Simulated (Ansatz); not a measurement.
**What isotropic strain −2.00 % does to Mo**

Start from Mo in the bcc (W type) structure (space group Im-3m, No. 229; a = 3.1115 Å; relaxed with 0.1 eV smearing).

Perturbation: every lattice vector is shortened by 2.00 %; the atoms relax in the strained cell.

Method: Ansatz (an electronic-structure program) LDA, no spin-orbit coupling. Settings: 30×30×30 k-points, 0.1 eV Fermi–Dirac smearing.

The volume per atom shrinks by 0.886 Å³ (15.06 Å³ → 14.18 Å³) and the space group remains Im-3m (No. 229). The shortest interatomic distance falls by 0.102 bohr, from 5.092 bohr to 4.990 bohr and the energy rises by 53 meV/atom. The pressure goes from zero to 20.1 GPa and the band gap stays zero.

Whether these cells are dynamically stable was not tested. All final runs are without spin polarisation.
